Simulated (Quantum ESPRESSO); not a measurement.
A self-consistent single point of SrMg₅ (P1, 6 atoms in the cell) with Quantum ESPRESSO.

Method of the run: PBEsol, SSSP 1.1.2 efficiency (PBE) pseudopotentials (plane waves; Quantum ESPRESSO).

The change in words: atoms moved at random. Reference geometry:
```xyz
6
Lattice="3.5220 0.0000 0.0000 -1.7610 3.0501 0.0000 0.0000 0.0000 15.3772" Properties=species:S:1:pos:R:3 pbc="T T T"
Sr     1.7610     1.0167     0.0000
Mg     0.0000     0.0000    12.4123
Mg     0.0000     0.0000     2.9649
Mg     1.7610     1.0167    10.0584
Mg     1.7610     1.0167     5.3188
Mg     0.0000     0.0000     7.6886
```

Reference input (self-consistent single point, DFT, PBEsol, plane waves, SSSP 1.1.2 efficiency (PBE) pseudopotentials): ecutwfc = 40 Ry; ecutrho = 320 Ry; occupations = smearing; smearing = gauss; degauss = 0.0099958 Ry; input_dft = pbesol; potentials = {Sr: Sr_pbe_v1.uspp.F.UPF, Mg: Mg.pbe-n-kjpaw_psl.0.3.0.UPF}; K_POINTS = automatic 7 7 2 0 0 0; conv_thr = 1e-08 Ry. This run's input differs from it in these lines:

```diff
@@ -8,5 +8,3 @@
 &system
-   ibrav = 4
-   celldm(1) = 6.655577451
-   celldm(3) = 4.36606408390
+   ibrav = 0
    nat = 6
@@ -26,9 +24,13 @@
 Mg    24.3050  Mg.pbe-n-kjpaw_psl.0.3.0.UPF
+CELL_PARAMETERS angstrom
+   3.521980000     0.000000000     0.000000000
+  -1.760990000     3.050124000     0.000000000
+   0.000000000     0.000000000    15.377190000
 ATOMIC_POSITIONS angstrom
-Sr    1.760989956    1.016708025    0.000000000
-Mg    0.000000000    0.000000000   12.412313996
-Mg    0.000000000    0.000000000    2.964876004
-Mg    1.760989956    1.016708025   10.058373751
-Mg    1.760989956    1.016708025    5.318816249
-Mg    0.000000000    0.000000000    7.688595000
+Sr    1.757163369    1.015462533    0.012686182
+Mg   -0.062803947   -0.040853361   12.437471079
+Mg    0.060292776   -0.004550785    2.946023569
+Mg    1.795970305    1.044350257   10.037199360
+Mg    1.811843869    1.035724506    5.365024705
+Mg   -0.079496372   -0.000009150    7.644570105
 K_POINTS automatic
```

Output (repeated stretches shortened):

```
     Self-consistent Calculation

     iteration #  1     ecut=    40.00 Ry     beta= 0.70

     negative rho (up, down):  6.474E-02 0.000E+00

     total energy              =    -232.76937022 Ry
     estimated scf accuracy    <       1.08154206 Ry

     iteration #  2     ecut=    40.00 Ry     beta= 0.70

     negative rho (up, down):  6.381E-02 0.000E+00

     total energy              =    -229.96695432 Ry
     estimated scf accuracy    <      64.55388850 Ry

     iteration #  3     ecut=    40.00 Ry     beta= 0.70

     negative rho (up, down):  6.428E-02 0.000E+00

     total energy              =    -233.51175154 Ry
     estimated scf accuracy    <       2.79373089 Ry

   [... 11 blocks of this kind left out ...]

     iteration # 15     ecut=    40.00 Ry     beta= 0.70

     negative rho (up, down):  6.600E-02 0.000E+00

     total energy              =    -233.66040153 Ry
     estimated scf accuracy    <       0.00000012 Ry

     iteration # 16     ecut=    40.00 Ry     beta= 0.70

     negative rho (up, down):  6.600E-02 0.000E+00
     End of self-consistent calculation

     the Fermi energy is     4.0962 ev

!    total energy              =    -233.66040171 Ry
     estimated scf accuracy    <          1.3E-09 Ry
     smearing contrib. (-TS)   =      -0.00162865 Ry
     internal energy E=F+TS    =    -233.65877306 Ry

     convergence has been achieved in  16 iterations

     negative rho (up, down):  6.600E-02 0.000E+00

     Forces acting on atoms (cartesian axes, Ry/au):

     atom    1 type  1   force =     0.00012214   -0.00044170   -0.00088928
     atom    2 type  2   force =     0.00214659    0.00162223    0.00415449
     atom    3 type  2   force =    -0.00103630    0.00042113   -0.00151138
     atom    4 type  2   force =    -0.00354736   -0.00144564   -0.00321028
     atom    5 type  2   force =    -0.00296779   -0.00047010   -0.00617185
   [... lines left out ...]
     Total force =     0.013687     Total SCF correction =     0.000020
   [... lines left out ...]

     negative rho (up, down):  6.600E-02 0.000E+00
          total   stress  (Ry/bohr**3)                   (kbar)     P=       -4.92
  -0.00010727  -0.00001392   0.00000472          -15.78       -2.05        0.69
  -0.00001392  -0.00009302   0.00000003           -2.05      -13.68        0.00
   0.00000472   0.00000003   0.00009990            0.69        0.00       14.70

   JOB DONE.
```

The run converged in 16 iterations. Against the reference run the free energy rises by 1.7 meV/atom, the pressure moves little (-0.52 to -0.49 GPa) and the largest force goes from 0.190 to 0.239 eV/Å. The full log also holds: “c_bands:  1 eigenvalues not converged”.

The starting cell comes from a database of computed structures (which also holds hypothetical and non-ambient phases and stackings), without a prior relaxation at this level. For this run, on top of that: atoms moved at random.

Cost on one core of a shared machine: roughly 2 min.
